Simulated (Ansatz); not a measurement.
Symmetric slabs, relaxed from ideal cuts in 1x1 cells, of elemental solids: work function (eV) by functional, in Ansatz (plane waves, PAW). All structures are PBE's; the other columns are single points with references at the same level. No spin-orbit coupling, Hubbard U or dispersion.

```
system                                                             PBE   LDA  PBEsol  RPBE  r2SCAN
----------------------------------------------------------------  ----  ----  ------  ----  ------
fcc Ir (111), ideal cut with outer spacing 2.23 Å                 5.49  5.85    5.62  5.33    5.53
hcp Ru (20-23), ideal cut with outer spacing 0.15 Å               4.70  5.06    4.82  4.53    4.69
fcc Ni, ferromagnetic (100), ideal cut with outer spacing 1.76 Å  4.91  5.26    5.02  4.73       –
hcp Hf (10-11), ideal cut with outer spacing 0.41 Å               3.98  4.20    4.06  3.86    4.00
tetragonal indium (111), ideal cut with outer spacing 1.06 Å      3.84  4.10    3.91  3.72    3.99
fcc Al (331), ideal cut with outer spacing 0.93 Å                 4.12  4.28    4.16  4.04    4.16
hcp Tl (10-11), ideal cut with outer spacing 0.45 Å               3.52  3.86    3.61  3.36    3.53
hcp Ru (11-23), ideal cut with outer spacing 0.49 Å               4.43  4.78    4.53  4.26    4.41
hcp Tl (0001), ideal cut with outer spacing 2.83 Å                3.55  3.89    3.63  3.38    3.54
hcp Y (10-11), ideal cut with outer spacing 0.46 Å                3.16  3.34    3.22  3.06    3.21
hcp Zr (10-10), ideal cut with outer spacing 0.93 Å               3.78  4.01    3.85  3.64    3.78
hcp Tl (11-20), ideal cut with outer spacing 1.79 Å               3.58  3.91    3.66  3.42    3.61
```

The rows are a random draw from the class, without slabs that broke up, higher cuts of a face and adsorbates that left their site. Mean shift from PBE over these rows: LDA 0.29 eV (from 0.16 to 0.36, 12 rows); PBEsol 0.09 eV (from 0.05 to 0.13, 12 rows); RPBE -0.14 eV (from -0.17 to -0.07, 12 rows); r2SCAN 0.03 eV (from -0.02 to 0.15, 11 rows).

Ansatz is an electronic-structure program.
